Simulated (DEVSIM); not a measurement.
System: Schottky contact on n-type GaAs, at 300 K.

Layer 1 from the left is GaAs, thickness (μm) 18.0, Nd (cm⁻³) 1.3e16, τn (s) 4.5e-10, τp (s) 4.5e-10.

Left contact: Schottky, work function 4.73 eV, emission velocity 1.5e6 cm/s. Right contact: ohmic. Voltage is applied to the left contact. Recombination: SRH at mid-gap, radiative, Auger. Mobility is constant in doping.

This is a model device: material constants are rounded textbook-type values typed into the input, and sizes, dopings and lifetimes were drawn at random. Values at 300 K.

GaAs: gap (eV) 1.424, affinity (eV) 4.07, permittivity 12.9, Nc (cm⁻³) 4.7e17, Nv (cm⁻³) 9e18, μn (cm²/Vs) 8500, μp (cm²/Vs) 400, B (cm³/s) 2e-10, Cn (cm⁶/s) 1e-30, Cp (cm⁶/s) 1e-30.

Question: Estimate by hand the built-in potential, the peak field at zero bias, the capacitance at -1.5 V, and compare with a numerical solution.

Answer: 
- Built-in potential: barrier φB = 0.660 eV; Vbi = φB − kT/q ln(N_band/N) = 0.567 V; numerical 0.567 V.
- Peak field at zero bias: depletion approximation: W = √(2εVbi/(qN)) = 0.249 μm with N = 1.30e16 cm⁻³; field = 2Vbi/W = 45500 V/cm; numerical 44300 V/cm (estimate above by 2.6 %).
- Capacitance at -1.5 V: C = √(qεN / 2(Vbi + |V|)) = 24.0 nF/cm²; numerical 24.1 nF/cm² (estimate below by 0.62 %).

DEVSIM, 1D drift-diffusion, Boltzmann statistics, complete ionisation; no tunnelling, impact ionisation, image-force lowering or self-heating. Metal contacts follow the ideal Schottky-Mott rule: no Fermi-level pinning, no interface dipoles.
